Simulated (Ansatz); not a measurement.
Data:

```
CELL_PARAMETERS angstrom
      3.37543     0.00000     0.00000
     -1.68771     2.92320     0.00000
      0.00000     0.00000     5.77378
ATOMIC_POSITIONS crystal
  Mg 0.00000 0.00000 0.00000
  Al 0.66667 0.33333 0.34996
  Al 0.33333 0.66667 0.65004
  C  0.33333 0.66667 0.26930
  C  0.66667 0.33333 0.73070
```

These are PBEsol, rigid bands (plane waves, PAW, scalar-relativistic; Ansatz, a first-principles code) values and carry that method's errors. How the cell was made: cell and atoms relaxed with PBEsol.

Problem. Predict the hole conductivity mass (n e² τ/σ) at 300 K, by direction if it differs.

Solution. 1.77 (x), 1.77 (y), 0.29 (z) mₑ.

Problem. What conductivity effective mass do dilute electrons have at 300 K?

Solution. 0.34 (x), 0.34 (y), 0.45 (z) mₑ.

Problem. And the band gap?

Solution. 1.66 eV at this level; semilocal functionals usually fall short of the measured gap.

Rigid bands, one relaxation time for all states, no polarons. Spin-orbit coupling is left out; where it splits the top of the valence band it changes the hole mass and lowers the gap by about a third of the splitting.

Computed structure with no diffraction record at hand here (it may be known, metastable or hypothetical): MgAl2C2 (P-3m1).
